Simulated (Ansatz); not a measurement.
The structure below was relaxed with PBE, PAW, 420 eV (Ansatz, a first-principles code; scalar-relativistic without spin-orbit coupling).

```yaml
crystal:
  lattice:
    - [4.28095, 0.00000, 0.00000]
    - [-2.14048, 3.70742, 0.00000]
    - [0.00000, 0.00000, 10.63882]
  atoms:
    - { symbol: Ge, position: [0.66667, 0.33333, 0.68833] }
    - { symbol: Ge, position: [0.00000, 0.00000, 0.38203] }
    - { symbol: Sn, position: [0.33333, 0.66667, 0.05944] }
    - { symbol: Ge, position: [0.00000, 0.00000, 0.61797] }
    - { symbol: Ge, position: [0.33333, 0.66667, 0.31167] }
    - { symbol: Sn, position: [0.66667, 0.33333, 0.94056] }
```

Q: Find the space group and the Wyckoff positions.

A: Space group P-3m1 (No. 164); a = 4.2810 Å, b = 4.2810 Å, c = 10.6388 Å, α = 90.00°, β = 90.00°, γ = 120.00°

```json
[
 {"atom": "Ge", "site": "2d", "symmetry": "3m.", "x": "0.3333", "y": "0.6667", "z": "0.3117"},
 {"atom": "Ge", "site": "2c", "symmetry": "3m.", "x": "0.0000", "y": "0.0000", "z": "0.3820"},
 {"atom": "Sn", "site": "2d", "symmetry": "3m.", "x": "0.3333", "y": "0.6667", "z": "0.0594"}
]
```

Each cell is one ordered arrangement of few atoms, which overstates ordering effects compared with a random alloy. Whether these cells are dynamically stable was not tested. All final runs are without spin polarisation. The cell was made from Ge by this change: x(Sn) = 0.333, 6 atoms, P-3m1.
